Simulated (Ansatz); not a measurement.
Results of PBEsol (PAW; Ansatz, a first-principles code) for Sr2Ta2O7 (Cmcm, No. 63, 22 atoms in the cell; start mp-12286).

Run with plane-wave cutoff 520 eV, 10×10×6 k mesh (along the axes of the cell as run), Fermi–Dirac smearing 0.01 eV, scalar-relativistic PAW data made under PBE.

Cell (relaxed with PBEsol):

```cif
data_O14Sr4Ta4
_chemical_formula_sum 'Sr4 Ta4 O14'
_space_group_name_H-M_alt 'P 1'
_space_group_IT_number 1
_cell_length_a 13.77150
_cell_length_b 13.77150
_cell_length_c 5.67820
_cell_angle_alpha 90.000
_cell_angle_beta 90.000
_cell_angle_gamma 163.525
loop_
_space_group_symop_operation_xyz
  'x, y, z'
loop_
_atom_site_label
_atom_site_type_symbol
_atom_site_fract_x
_atom_site_fract_y
_atom_site_fract_z
_atom_site_occupancy
Sr1 Sr 0.28535 0.71465 0.75000 1
Sr2 Sr 0.71465 0.28535 0.25000 1
Sr3 Sr 0.44639 0.55361 0.25000 1
Sr4 Sr 0.55361 0.44639 0.75000 1
Ta1 Ta 0.84043 0.15957 0.25000 1
Ta2 Ta 0.15957 0.84043 0.75000 1
Ta3 Ta 0.94525 0.05475 0.75000 1
Ta4 Ta 0.05475 0.94525 0.25000 1
O1 O 0.00000 0.00000 0.00000 1
O2 O 0.00000 0.00000 0.50000 1
O3 O 0.54672 0.45328 0.25000 1
O4 O 0.45328 0.54672 0.75000 1
O5 O 0.90082 0.09918 0.00911 1
O6 O 0.09918 0.90082 0.99089 1
O7 O 0.09918 0.90082 0.50911 1
O8 O 0.90082 0.09918 0.49089 1
O9 O 0.79346 0.20654 0.48950 1
O10 O 0.20654 0.79346 0.51050 1
O11 O 0.20654 0.79346 0.98950 1
O12 O 0.79346 0.20654 0.01050 1
O13 O 0.35090 0.64910 0.25000 1
O14 O 0.64910 0.35090 0.75000 1
```

Question: Give the computed band gap.

Answer: 
- band gap: 2.94 eV

Spin–orbit coupling is not included.

A start named mp-… is a Materials Project structure, which need not be a measured phase.
